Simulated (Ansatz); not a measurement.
System: Ni(OH)2 (P-3m1, No. 164, 5 atoms in the cell; start mp-27912). Method: PBEsol in Ansatz (plane waves, PAW).

Settings: plane-wave cutoff 500 eV, 18×18×10 k mesh (along the axes of the cell as run), Fermi–Dirac smearing 0.05 eV, spin-polarised start, scalar-relativistic PAW data made under PBE.

Cell (relaxed at this level):

```cif
data_H2NiO2
_chemical_formula_sum 'Ni1 H2 O2'
_space_group_name_H-M_alt 'P 1'
_space_group_IT_number 1
_cell_length_a 3.11902
_cell_length_b 3.11902
_cell_length_c 4.38488
_cell_angle_alpha 90.000
_cell_angle_beta 90.000
_cell_angle_gamma 120.000
loop_
_space_group_symop_operation_xyz
  'x, y, z'
loop_
_atom_site_label
_atom_site_type_symbol
_atom_site_fract_x
_atom_site_fract_y
_atom_site_fract_z
_atom_site_occupancy
Ni1 Ni 0.00000 0.00000 0.00000 1
H1 H 0.33333 0.66667 0.55223 1
H2 H 0.66667 0.33333 0.44777 1
O1 O 0.33333 0.66667 0.77557 1
O2 O 0.66667 0.33333 0.22443 1
```

Problem. Estimate the band gap that the calculation returns.

Solution. 
band gap: 0.93 eV (on the SCF k mesh)

Note: the magnetic order was assumed, not searched for or taken from measurement; a magnet's gap depends somewhat on the PAW data; the relaxation could not lower the start's symmetry, so the cell can be a saddle point above a distorted one.

Computed values are for the static lattice.

It cost about 3.0 core-minutes (a rough figure) of CPU time.

A start named mp-… is a Materials Project structure, which need not be a measured phase.

Ansatz is a quantum-chemistry and plane-wave program.
